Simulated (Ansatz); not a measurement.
Effect of isotropic strain +5.39 % on hypothetical CdI2 type CeO2

Take CeO2 in the CdI2 type structure (space group P-3m1, No. 164; a = 3.601 Å, c = 4.525 Å; a hypothetical phase, not in the database extracts checked) as the base.

Now apply this change: the cell is scaled by 1.0539 in all directions, atoms relaxed at fixed cell.

Level of theory: Ansatz (a first-principles code), PBE-D3(BJ), PAW, cutoff 420 eV, without spin-orbit coupling. Settings: 11×11×7 k-points, 0.05 eV Fermi–Dirac smearing.

| quantity | base | changed | shift |
|---|---|---|---|
| volume per atom | 16.94 Å³ | 19.83 Å³ | +2.89 Å³ |
| space group | P-3m1 (No. 164) | P-3m1 (No. 164) | – |
| energy relative to the base (free energy F) | 0 meV/atom | +105 meV/atom | +105 meV/atom |
| pressure (mean of the normal stresses, compression positive) | 0.00 GPa | -10.28 GPa | -10.28 GPa |
| band gap | 2.25 eV | 1.85 eV | -0.40 eV |
| gap character | indirect, A–L (69 % along) → A | indirect, H–A (29 % along) → A | – |
| valley order (the lowest conduction-band minima on the path, energy above the VBM, named in the base's zone) | A (0, 0, 1/2) 2.25 eV; M (1/2, 0, 0) 2.40 eV | A (0, 0, 1/2) 1.85 eV; M (1/2, 0, 0) 1.97 eV | – |
| largest internal atomic displacement | – | 0.133 Å | – |

Cost of the whole job for the changed cell (relaxation, final SCF and bands): roughly 50 core-seconds.

Whether these cells are dynamically stable was not tested. Starting moments died away, wholly or in part, for the base; another magnetic solution may exist. All final runs are without spin polarisation.
